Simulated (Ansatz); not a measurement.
CsCl-type CoGa

Calculation: r²SCAN in Ansatz (plane waves, PAW).

Settings: plane-wave cutoff 500 eV, 20×14×1 k mesh (along the axes of the cell as run), Fermi–Dirac smearing 0.1 eV, scalar-relativistic PAW data made under PBE.

Cell: relaxed at this level.

| Quantity | Result |
|---|---|
| surface energy of the (110) face | 1.62 J/m² |
| work function of the (110) face | 4.91 eV |

The slab of 12 atoms is relaxed and unreconstructed.

Ansatz is a program for electronic structure.
